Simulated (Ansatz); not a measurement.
Levels about the gap of amorphous Si24O48C (73 atoms in a cell of 1097 Å³, 2.20 g/cm³; zone centre alone, so wide bands show as single levels with stretches between that a denser mesh fills), at the geometry that PBE relaxed, where it gives -1.5 GPa on a denser mesh. Exact exchange is cut at the faces of this small cell, which leaves a finite-size error. The participation number counts the atoms over which a state spreads; weights are charges in smoothed Voronoi cells. The levels come from a single point, so bond lengths are those of that geometry. Method of the levels: HSE06, scalar-relativistic without spin-orbit coupling (Ansatz, a first-principles code). Sampling: the zone centre alone; Fermi-Dirac width 0.01 eV; collinear spin, started from moments on atoms (the moments died out). At PBE the levels at both edges of the gap are localised (band-tail or defect states), and the nearest spread-out levels lie 5.1 eV apart at the zone centre.

It comes from a melt-quench run on a machine-learned potential (CHGNet), relaxed afterwards by DFT. O atoms were pushed apart under 1.9 Å during the dynamics, to hinder bonds among them. The hot cell started wider than the set density and was brought back towards it in steps. It is the lowest in DFT energy of 2 quenches. It is a model cell: composition and starting density were chosen by hand, and all elements were melted together. No dispersion term was used. Its density started from a set value of 2.20 and ended at 2.20 g/cm³. The simulated quench (nominally 320 K/ps over its main leg) is rapid and tends to freeze in more defects than a deposited or slowly cooled glass has. A cell of this size samples the disorder only roughly. The volume was held where the preparation left it and the shape relaxed, at a PBE pressure of -1.5 GPa (tension). Stress components on the final sampling reach 2.7 GPa. Cycles of charging lowered its energy after that relaxation.

```json
[
 {"E - E(highest filled), eV": "-2.15", "filling": "filled", "spin": "dn", "participation number": "12.9", "largest on": "O, 2 neighbours", "weight O": "0.96", "weight Si": "0.04", "weight C": "0.00"},
 {"E - E(highest filled), eV": "-1.57", "filling": "filled", "spin": "up", "participation number": "2.0", "largest on": "O, 1 neighbours", "weight O": "0.94", "weight Si": "0.02", "weight C": "0.04"},
 {"E - E(highest filled), eV": "-1.57", "filling": "filled", "spin": "dn", "participation number": "2.0", "largest on": "O, 1 neighbours", "weight O": "0.94", "weight Si": "0.02", "weight C": "0.04"},
 {"E - E(highest filled), eV": "-1.34", "filling": "filled", "spin": "up", "participation number": "7.2", "largest on": "Si, 4 neighbours", "weight O": "0.51", "weight Si": "0.49", "weight C": "0.00"},
 {"E - E(highest filled), eV": "-1.34", "filling": "filled", "spin": "dn", "participation number": "7.2", "largest on": "Si, 4 neighbours", "weight O": "0.51", "weight Si": "0.49", "weight C": "0.00"},
 {"E - E(highest filled), eV": "0.00", "filling": "filled", "spin": "up", "participation number": "2.2", "largest on": "Si, 2 neighbours", "weight O": "0.33", "weight Si": "0.67", "weight C": "0.00"},
 {"E - E(highest filled), eV": "0.00", "filling": "filled", "spin": "dn", "participation number": "2.2", "largest on": "Si, 2 neighbours", "weight O": "0.33", "weight Si": "0.67", "weight C": "0.00"},
 {"E - E(highest filled), eV": "4.95", "filling": "empty", "spin": "dn", "participation number": "2.8", "largest on": "Si, 2 neighbours", "weight O": "0.37", "weight Si": "0.63", "weight C": "0.00"},
 {"E - E(highest filled), eV": "4.95", "filling": "empty", "spin": "up", "participation number": "2.8", "largest on": "Si, 2 neighbours", "weight O": "0.37", "weight Si": "0.63", "weight C": "0.00"},
 {"E - E(highest filled), eV": "5.18", "filling": "empty", "spin": "up", "participation number": "51.8", "largest on": "Si, 4 neighbours", "weight O": "0.67", "weight Si": "0.32", "weight C": "0.00"},
 {"E - E(highest filled), eV": "5.18", "filling": "empty", "spin": "dn", "participation number": "51.8", "largest on": "Si, 4 neighbours", "weight O": "0.67", "weight Si": "0.32", "weight C": "0.00"},
 {"E - E(highest filled), eV": "5.63", "filling": "empty", "spin": "dn", "participation number": "11.1", "largest on": "Si, 4 neighbours", "weight O": "0.43", "weight Si": "0.56", "weight C": "0.01"},
 {"E - E(highest filled), eV": "5.63", "filling": "empty", "spin": "up", "participation number": "11.1", "largest on": "Si, 4 neighbours", "weight O": "0.43", "weight Si": "0.56", "weight C": "0.01"},
 {"E - E(highest filled), eV": "6.05", "filling": "empty", "spin": "up", "participation number": "10.3", "largest on": "Si, 4 neighbours", "weight O": "0.49", "weight Si": "0.51", "weight C": "0.00"}
]
```

Most localised among these is the filled level at -1.57 eV, on a O atom, which has 1 neighbours (C 1.20 Å).
